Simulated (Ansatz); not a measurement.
```
CaF2
1.0
    0.00000     2.75555     2.75555
    2.75555     0.00000     2.75555
    2.75555     2.75555     0.00000
Ca F
1 2
Direct
  0.00000   0.00000   0.00000
  0.75000   0.75000   0.75000
  0.25000   0.25000   0.25000
```

The numbers are results of PBE, rigid bands (plane waves, PAW, scalar-relativistic; Ansatz, a quantum-chemistry and plane-wave program), not measurements. Condition of this run: functional PBE, cell relaxed with it. How the cell was made: cell and atoms relaxed with PBE.

Q: What conductivity effective mass do dilute electrons have at 300 K?

A: 0.56 mₑ.

Q: Predict the hole conductivity mass (n e² τ/σ) at 300 K, by direction if it differs.

A: 2.2 mₑ.

Q: And the band gap?

A: 7.14 eV at this level; semilocal functionals usually fall short of the measured gap.

Rigid bands, one relaxation time for all states, no polarons. Spin-orbit coupling is left out; where it splits the top of the valence band it changes the hole mass and lowers the gap by about a third of the splitting.
